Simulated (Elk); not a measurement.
**Parameter sweep on CdS (P6_3mc, 4 atoms in the cell)**

```yaml
crystal:
  lattice:
    - [4.13700, 0.00000, 0.00000]
    - [-2.06850, 3.58275, 0.00000]
    - [0.00000, 0.00000, 6.71440]
  atoms:
    - { symbol: Cd, position: [0.66667, 0.33333, 0.00000] }
    - { symbol: Cd, position: [0.33333, 0.66667, 0.50000] }
    - { symbol: S, position: [0.66667, 0.33333, 0.37500] }
    - { symbol: S, position: [0.33333, 0.66667, 0.87500] }
```

Base run A: revPBE, all-electron FP-LAPW, Elk's shipped species files, APW+lo basis with extra local orbitals in Elk, self-consistent single point.

Its settings: xctype = 21; rgkmax = 7.5; swidth = 0.00367493 Ha; ngridk = 4 4 2; gmaxvr = 16 1/bohr; nxlo = 2; lorbcnd = true; lmaxi = 3; maxscl = 100.

The starting cell comes from a database of published, mostly measured structures (it also holds non-ambient and calculated ones), without a prior relaxation at this level. Values depend on the basis (sphere radii, cutoffs, local orbitals), which need not be converged.

ΔF is the free energy per atom less that of run A. A dash stands where there is no value to compare (another energy zero or no entropy term, no result, no spin, no clean gap, or a mesh too coarse for one). 

```
run                                       change  ΔF (meV/atom)  gap on the mesh (eV)  basis size
---  -------------------------------------------  -------------  --------------------  ----------
A                                           base           0.00                 1.275         669
B                         lattice scaled by 0.97              –                 1.481         669
C     lattice scaled by 0.97; rgkmax: 7.5 → 5.81              –                 1.420         476
D                        lattice scaled by 0.985              –                 1.379         669
E    lattice scaled by 0.985; rgkmax: 7.5 → 5.81              –                 1.321         476
F                        lattice scaled by 1.015              –                 1.170         669
G    lattice scaled by 1.015; rgkmax: 7.5 → 5.81              –                 1.121         476
H                         lattice scaled by 1.03              –                 1.063         680
I     lattice scaled by 1.03; rgkmax: 7.5 → 5.81              –                 1.005         476
J                             rgkmax: 7.5 → 5.81          585.0                 1.221         476
```

Run F against A: The gap on the mesh goes from 1.275 to 1.170 eV.

Run H against A: The gap on the mesh goes from 1.275 to 1.063 eV.

Run B against A: The gap on the mesh goes from 1.275 to 1.481 eV.
